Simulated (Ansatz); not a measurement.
For YSi₂ (model structure, started from the CrSi2 type, P6₂22, No. 180, 9 atoms in the cell), PBE in Ansatz (PAW) gives:

- lattice parameter a = 5.364 Å
- c axis length = 7.281 Å
- formation enthalpy = -0.292 eV/atom

Q: What does PBE-D3(BJ) (Ansatz, a first-principles code, plane waves, PAW) give for the same quantities?

A: 
- lattice constant a: 5.281 Å (falls by 1.5 %)
- lattice parameter c: 7.208 Å (drops by 1.0 %)
- formation enthalpy: -0.361 eV/atom (moves by -0.069 eV/atom)

Changes are worked out from the printed values.

Unless a cell is named, each level is at its own relaxed cell (PBE 20.16, PBE-D3(BJ) 19.34 Å³/atom).

Ansatz's density-functional and Hartree–Fock values are scalar-relativistic unless marked +SOC, with PAW data made under PBE.

A model structure was made by putting elements into a prototype or built by hand; it is no filed structure, need not be a known phase, and can be a saddle point held by its symmetry.
